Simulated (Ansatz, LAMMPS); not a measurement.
Si well of 9 atomic layers along [001] in random Si0.5Ge0.5, 5 % Ge through the well. Cell 16.85 × 16.85 × 50.04 Å, Si394Ge254, 648 atoms. Prepared with Tersoff's 1989 multicomponent potential (SiCGe.tersoff) (LAMMPS): minimisation. 

Basis: localised support functions (accuracy medium) on a full density matrix. k-points: zone centre alone; occupations: Fermi-Dirac, 0.010 eV; spin polarisation not allowed. Spin-orbit coupling is left out.

### Question
Give the gap and bonding at the level PBE, support functions at accuracy medium on the grid of 370 eV (Ansatz, an electronic-structure program).

### Answer

* **Kohn-Sham gap of the cell on its k-mesh**: 0.27 eV
* **weight of the highest filled level on the well**: 0.21
* **weight of the lowest empty level on the well**: 0.92
* **coordination (neighbours within 2.872 Å)**: 100.0 % 4-fold
* **Ge-Ge bonds, mean ± spread**: 2.479 ± 0.007 Å
* **Ge-Si bonds, mean ± spread**: 2.432 ± 0.009 Å
* **Si-Si bonds, mean ± spread**: 2.390 ± 0.009 Å
* **bond angles, mean ± spread**: 109.5° ± 1.3°
* **pressure**: -0.96 GPa
